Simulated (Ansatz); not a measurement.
**Ge$_{3}$N$_{4}$ (space group P6_3/m, No. 176)**

Space group P6₃/m (No. 176); a = b = 8.0566 Å, c = 3.0846 Å, α = β = 90.00°, γ = 120.00°

| atom | site | symmetry | x | y | z |
|---|---|---|---|---|---|
| Ge | 6h | m.. | 0.2372 | 0.4066 | 0.2500 |
| N | 2c | -6.. | 0.3333 | 0.6667 | 0.2500 |
| N | 6h | m.. | 0.3304 | 0.0258 | 0.2500 |

Level of theory: PBEsol (Ansatz, an electronic-structure program), no SOC. Settings: 4×4×9 k-points, 0.05 eV Fermi–Dirac smearing.

```json
{
 "volume_per_atom": "12.39 Å³",
 "density": "5.25 g/cm³",
 "band_gap": "2.09 eV, direct at Γ",
 "electron_mass": "0.22 mₑ along c, 0.26 mₑ across",
 "Lowest conduction-band minima above the VBM": "Γ 2.09 eV",
 "total_energy": "-2039.352 eV/atom (σ→0; compares only within this code and set-up)"
}
```

Effective masses come from finite differences of ±0.01 Å⁻¹. Stability against distortions was not tested.
